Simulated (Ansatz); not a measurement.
Start from ZnS in the wurtzite structure (space group P6_3mc, No. 186; a = 3.738 Å, c = 6.143 Å). Axes: x lies along a and z along c of the hexagonal cell.

All numbers come from LDA (Ansatz, a first-principles code, PAW, without spin-orbit coupling).

Strains are applied to the cell and any free atomic positions relax.

One change was made to it. Results:

The band gap rises by 0.05 eV, from 2.19 eV to 2.24 eV; the energy grows by 0.3 meV/atom; the shortest interatomic distance drops by 0.004 Å, from 2.293 Å to 2.289 Å.

Question: What was done to the base?
A) uniaxial strain ε_zz = −1.20 %
B) uniaxial strain ε_zz = −2.40 %
C) uniaxial strain ε_zz = −0.60 %
D) uniaxial strain ε_zz = −1.80 %
E) uniaxial strain ε_zz = −3.00 %

Answer: C, uniaxial strain ε_zz = −0.60 %. For comparison, the band gap in the other runs: uniaxial strain ε_zz = −1.20 % gives 2.28 eV; uniaxial strain ε_zz = −3.00 % gives 2.37 eV; uniaxial strain ε_zz = −2.40 % gives 2.36 eV; uniaxial strain ε_zz = −1.80 % gives 2.33 eV.

Stability against distortions was not tested.
